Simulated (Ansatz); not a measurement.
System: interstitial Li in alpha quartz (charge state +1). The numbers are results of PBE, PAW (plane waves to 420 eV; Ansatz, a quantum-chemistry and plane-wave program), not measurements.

Cell of 72 host sites held at the relaxed PBE lattice; the Γ point alone; Fermi-Dirac width 0.01 eV, spin-restricted; finite-size errors left in. Energies are static. The charge state is imposed; whether it is stable for some Fermi level was not computed. Sites that were not tried may lie lower.

Barriers: single points on a 2×2×2 k-point mesh shifted by half a step along c at the bands' geometries.

Relaxed starting cell (atoms counted from 1):

```
CELL_PARAMETERS angstrom
     10.04225     0.00000     0.00000
     -5.02113     8.69685     0.00000
      0.00000     0.00000    11.01902
ATOMIC_POSITIONS crystal
  Si 0.00014 0.23561 0.16568
  Si 0.00011 0.24346 0.66524
  Si 0.99774 0.73987 0.16501
  Si 0.00269 0.73866 0.66622
  Si 0.49932 0.23881 0.16787
  Si 0.50241 0.23971 0.66302
  Si 0.49875 0.73690 0.17048
  Si 0.49953 0.73900 0.66243
  Si 0.26316 0.26047 0.99866
  Si 0.25790 0.25990 0.50074
  Si 0.26206 0.75940 0.00288
  Si 0.26135 0.76141 0.49716
  Si 0.76072 0.26110 0.00345
  Si 0.76097 0.26260 0.49475
  Si 0.75742 0.75670 0.99954
  Si 0.76402 0.76414 0.50011
  Si 0.23494 0.00000 0.33271
  Si 0.24874 0.99944 0.83275
  Si 0.23553 0.49801 0.33412
  Si 0.24020 0.50122 0.83177
  Si 0.74122 0.99984 0.33282
  Si 0.72938 0.00001 0.83279
  Si 0.73609 0.50186 0.33128
  Si 0.73949 0.49833 0.83344
  O  0.12766 0.20497 0.09918
  O  0.12424 0.20392 0.60545
  O  0.12517 0.70803 0.10152
  O  0.13356 0.71127 0.60553
  O  0.63047 0.20938 0.10820
  O  0.62626 0.20579 0.59666
  O  0.62592 0.70869 0.10120
  O  0.63185 0.71084 0.60434
  O  0.28709 0.41928 0.43957
  O  0.29361 0.41533 0.92954
  O  0.28947 0.91946 0.43429
  O  0.29788 0.91857 0.93519
  O  0.79302 0.42227 0.43220
  O  0.79214 0.41771 0.93596
  O  0.79754 0.92488 0.43815
  O  0.79546 0.91562 0.92490
  O  0.36955 0.08075 0.23078
  O  0.37921 0.08045 0.73068
  O  0.37201 0.57682 0.23307
  O  0.37362 0.58231 0.72946
  O  0.87289 0.07501 0.22780
  O  0.87894 0.08464 0.73987
  O  0.86704 0.58084 0.22631
  O  0.87854 0.58363 0.73535
  O  0.42178 0.28832 0.05899
  O  0.41671 0.29109 0.56460
  O  0.41988 0.79334 0.06911
  O  0.42180 0.79129 0.55741
  O  0.92098 0.28924 0.06193
  O  0.91718 0.29170 0.56323
  O  0.92073 0.79606 0.05994
  O  0.92230 0.79410 0.56598
  O  0.20275 0.12644 0.39811
  O  0.20180 0.11970 0.89630
  O  0.20160 0.62533 0.39600
  O  0.20950 0.62589 0.90072
  O  0.71076 0.13027 0.39216
  O  0.69894 0.12267 0.90267
  O  0.70842 0.63063 0.39760
  O  0.70339 0.62259 0.89808
  O  0.07893 0.36916 0.26805
  O  0.07982 0.37739 0.76692
  O  0.07617 0.87344 0.26756
  O  0.08182 0.87937 0.76868
  O  0.57498 0.37520 0.26881
  O  0.58374 0.37331 0.76509
  O  0.58079 0.86910 0.27313
  O  0.57581 0.87695 0.76363
  Li 0.99066 0.00002 0.83156
```
Cell charge +1.

End state 1 differs by these moves (Å; atoms that move under 0.08 Å are left out):

```csv
atom,element,Δx,Δy,Δz
4,Si,0.02,-0.08,0.00
22,Si,0.08,0.02,0.00
28,O,-0.05,-0.11,-0.11
29,O,-0.01,-0.07,-0.06
32,O,-0.06,-0.07,-0.04
40,O,-0.05,0.06,0.08
46,O,0.02,-0.03,-0.11
56,O,-0.07,0.01,0.08
59,O,0.05,0.04,-0.06
62,O,0.07,0.09,-0.11
64,O,0.03,0.08,-0.04
68,O,0.03,-0.01,-0.11
73,Li,0.14,-0.08,-1.81
```

Task: What forward and backward barriers to end state 1 does PBE, PAW give?

Result: forward 0.13 eV, backward 0.13 eV; at the saddle point atom 73 has neighbours 2 O at 1.93, O at 2.17, O at 2.17 Å. The saddle point's order was not checked, and it lies on a symmetry element of the cell, where a band can be held.
